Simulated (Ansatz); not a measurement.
Cost and result by functional for the surface energy of the (221) surface of bcc Ta in its 1x1 cell, outermost plane spacing 0.55 Å in the ideal cut, in Ansatz (plane waves, PAW). Single points on the PBE structure, on one kind of machine; costs are rough ratios of the slab run's core time (references not counted) to the cheapest single point. r2SCAN's cost holds its higher cutoff (500 against 420 eV). Differences are taken against r2SCAN for comparison alone: no measured value is at hand, so the table doesn't rank accuracy.

Set-up: 19 atoms, 10.0 Å thick at the start (thin: gaps and levels are the slab's own); mesh 9x6x1; 0.1 eV smearing; dipole correction on; all atoms relaxed; held to the part of the start's symmetry that mesh and held atoms allow; no spin, no spin-orbit, no U. These notes are the PBE run's.

| functional | relative cost | surface energy (J/m²) | less r2SCAN (J/m²) |
|---|---|---|---|
| LDA | 1 | 2.96 | 0.08 |
| PBEsol | 1 | 2.91 | 0.03 |
| RPBE | 1 | 2.51 | -0.36 |
| r2SCAN | 3 | 2.88 | 0.00 |
| PBE (the relaxed run's value) | – | 2.66 | -0.22 |

The values span 0.45 J/m², while the single points' costs differ by a factor of roughly 3. Differences are of unrounded values.

Ansatz is a quantum-chemistry and plane-wave program.
